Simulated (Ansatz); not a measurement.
Defect migration in 2H silicon carbide: C vacancy, charge state -2. Computed with PBE, PAW (plane waves to 420 eV; Ansatz, a program for electronic structure).

Cell of 72 host sites held at the relaxed PBE lattice; the Γ point alone; Fermi-Dirac width 0.01 eV, spin-restricted; finite-size errors left in. Energies are static. The host's phase is taken as given; its stability against other phases was not computed. The charge state is imposed; whether it is stable for some Fermi level was not computed. Forms of the defect that were not tried may lie lower.

Barriers: single points on a 2×2×2 k-point mesh shifted by half a step along c at the bands' geometries (they differ from the bands' own by up to 0.58 eV, and are uncertain by about as much).

A. one C atom jumps into the vacancy from a nearby C site (strongly reconstructed ends); the atom moves 3.33 Å along (0.35, -0.37, 0.54) of the unit cell; the moving atom starts with neighbours Si at 1.87, 3 Si at 1.90 Å and ends with 2 Si at 1.86, 2 Si at 1.91 Å; saddle order not checked.
B. one C atom jumps into the vacancy from a nearby C site (strongly reconstructed ends); the atom moves 3.06 Å along (0.01, 1.00, -0.01) of the unit cell; the moving atom starts with neighbours Si at 1.89, Si at 1.92, Si at 1.96, Si at 1.99 Å and ends with Si at 1.86, 2 Si at 1.89, Si at 1.90 Å; saddle order not checked.

Problem. Rank these by forward barrier (lowest first), as PBE, PAW gives it.

Solution. B (3.04 eV), A (3.96 eV)
